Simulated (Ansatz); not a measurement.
The starting structures come from a database of crystals and need not be the phases stable at ambient conditions.

 Where the default PAW files enter, the runs use the earlier of Ansatz's two default sets.

The decay constant κ of evanescent states in the gap governs leakage through a thin film.

Here is the system:

```xyz
8
Lattice="5.2550 0.0000 0.0000 2.6275 4.5509 0.0000 2.6275 1.5170 4.9501" Properties=species:S:1:pos:R:3 pbc="T T T"
Cd     5.2550     3.0340     2.4750
Sn     0.0000     0.0000     0.0000
F      3.4618     2.8919     3.7953
F      7.0482     3.1760     1.1547
F      6.0285     4.6579     3.7953
F      4.4814     1.4100     1.1547
F      6.2746     1.5520     3.7953
F      4.2353     4.5159     1.1547
```

Space group of this cell: R-3. The cell is taken as given.

Transport runs along the normal of the first two printed cell vectors, the (001) plane of the conventional cell.

The gap is the functional's own, uncorrected, and κ follows it; spin-orbit coupling is left out. Mid-gap values are interpolated between the computed energies.

Q: Estimate the band gap and the smallest decay constant κ at mid-gap that PBEsol (Ansatz, a quantum-chemistry and plane-wave program) returns for this system.

A: Gap 3.93 eV on a 8×8×8 mesh; κ = 0.407 1/Å, at the zone centre.
